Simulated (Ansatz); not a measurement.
Consider these faces of polar orthorhombic HfO2 (a metastable polymorph), relaxed from ideal cuts in 1x1 cells: (010), (100), (110).

Level of theory: PBE (plane waves to 420 eV, PAW; Ansatz, a first-principles code).

Task: Put the candidates in order of surface energy, lowest first, for PBE.

Result: (110) (1.45 J/m²), (010) (1.76 J/m²), (100) (2.41 J/m²)
